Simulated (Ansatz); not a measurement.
Consider a periodic stack without vacuum, hexagonal WC (1 0 0) on tetragonal BaTiO3 (1 0 0) (film strained to the substrate, started from cuts of the bulks and a machine-learned relaxation; slabs Ba3Ti4O11 and W8C8, which can lie off the formulas): substrate slab Ba3Ti4O11, film W8C8, surface cells [[0, 1], [-1, 0]] and [[-1, 1], [-1, -1]], film strained by -2.6 and +3.3 %, outermost planes OTi/OTi and W/C as cut, which need not be the usual terminations and can put a slab off its formula. Its start:

```yaml
crystal:
  lattice:
    - [4.20263, 0.00005, -0.09580]
    - [-0.00127, 3.98551, -0.04163]
    - [0.11007, 0.05713, 24.83006]
  atoms:
    - { symbol: Ba, position: [0.89331, 0.99461, 0.11549] }
    - { symbol: Ti, position: [0.40891, 0.47615, 0.03805] }
    - { symbol: O, position: [0.83303, 0.50471, 0.03796] }
    - { symbol: O, position: [0.36228, 0.50383, 0.12034] }
    - { symbol: O, position: [0.35540, 0.01449, 0.03866] }
    - { symbol: Ba, position: [0.91034, 0.99149, 0.27704] }
    - { symbol: Ti, position: [0.42083, 0.49171, 0.19576] }
    - { symbol: O, position: [0.85325, 0.49346, 0.19849] }
    - { symbol: O, position: [0.38136, 0.49197, 0.28064] }
    - { symbol: O, position: [0.37386, 0.99617, 0.19974] }
    - { symbol: Ba, position: [0.91560, 0.00537, 0.43989] }
    - { symbol: Ti, position: [0.43368, 0.49464, 0.35578] }
    - { symbol: O, position: [0.86653, 0.49162, 0.35909] }
    - { symbol: O, position: [0.38789, 0.49948, 0.44196] }
    - { symbol: O, position: [0.38607, 0.99150, 0.36030] }
    - { symbol: Ti, position: [0.43237, 0.53193, 0.51617] }
    - { symbol: O, position: [0.85783, 0.50968, 0.52180] }
    - { symbol: O, position: [0.37553, 0.00299, 0.52600] }
    - { symbol: W, position: [0.53438, 0.26463, 0.62560] }
    - { symbol: W, position: [0.03935, 0.76413, 0.62313] }
    - { symbol: C, position: [0.53918, 0.76606, 0.65587] }
    - { symbol: C, position: [0.03828, 0.26727, 0.65553] }
    - { symbol: W, position: [0.79433, 0.52864, 0.72468] }
    - { symbol: W, position: [0.29344, 0.02858, 0.72481] }
    - { symbol: C, position: [0.79687, 0.03111, 0.75901] }
    - { symbol: C, position: [0.29755, 0.53046, 0.75882] }
    - { symbol: W, position: [0.05403, 0.78279, 0.82657] }
    - { symbol: W, position: [0.55396, 0.28478, 0.82665] }
    - { symbol: C, position: [0.05874, 0.28506, 0.86033] }
    - { symbol: C, position: [0.55753, 0.78471, 0.86024] }
    - { symbol: W, position: [0.31386, 0.03532, 0.92911] }
    - { symbol: W, position: [0.81374, 0.53532, 0.92915] }
    - { symbol: C, position: [0.32051, 0.53440, 0.95420] }
    - { symbol: C, position: [0.81831, 0.03530, 0.94970] }
```

The start was prepared with a machine-learned potential, and the result is one local minimum, with the in-plane cell held and forces under 0.04 eV/Å; the film can end far from its bulk form.

Computed with PBE (plane waves to 420 eV, PAW; Ansatz, an electronic-structure program). Spin–orbit coupling is left out; the runs are not spin-polarised. Its k-point mesh 7×8×1, Fermi–Dirac width 0.05 eV.

Task: Predict the relaxed interface.

Result: The interface area comes out as 16.8 Å² and the period is 24.45 Å. The heights between the nearest atoms of the two slabs at the two interfaces is 2.01 and 2.07 Å, the Ti–W contacts across the interfaces within 1.22 times the sum of covalent radii comes out as 8, mean 3.18 Å and the O–W contacts across the interfaces within 1.22 times the sum of covalent radii is 4, mean 2.40 Å. The Ba–W contacts across the interfaces within 1.22 times the sum of covalent radii comes out as 2, mean 4.58 Å and the C–Ti contacts across the interfaces within 1.22 times the sum of covalent radii comes out as 1, mean 2.09 Å.
